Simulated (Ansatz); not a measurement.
Cost and result by functional for the surface energy of the (10-13) surface of hcp Hf in its 1x1 cell, outermost plane spacing 0.24 Å in the ideal cut, in Ansatz (plane waves, PAW). Single points on the PBE structure, on one kind of machine; costs are rough ratios of the slab run's core time (references not counted) to the cheapest single point. r2SCAN's cost holds its higher cutoff (500 against 420 eV). Differences are taken against r2SCAN for comparison alone: no measured value is at hand, so the table doesn't rank accuracy.

Model: 16-atom slab, 10.3 Å thick at the start (thin: gaps and levels are the slab's own), 12x4x1 mesh, Fermi-Dirac 0.1 eV, dipole correction, all atoms relaxed; held to the part of the start's symmetry that mesh and held atoms allow; no spin, no spin-orbit, no U. These notes are the PBE run's.

```
functional                     relative cost  surface energy (J/m²)  less r2SCAN (J/m²)
-----------------------------  -------------  ---------------------  ------------------
LDA                                        1                   2.12                0.03
RPBE                                       1                   1.77               -0.32
PBEsol                                     1                   2.07               -0.02
r2SCAN                                     2                   2.09                0.00
PBE (the relaxed run's value)              –                   1.89               -0.20
```

The values span 0.36 J/m², while the single points' costs differ by a factor of roughly 2. Differences are of unrounded values.

Ansatz is a program for electronic structure.
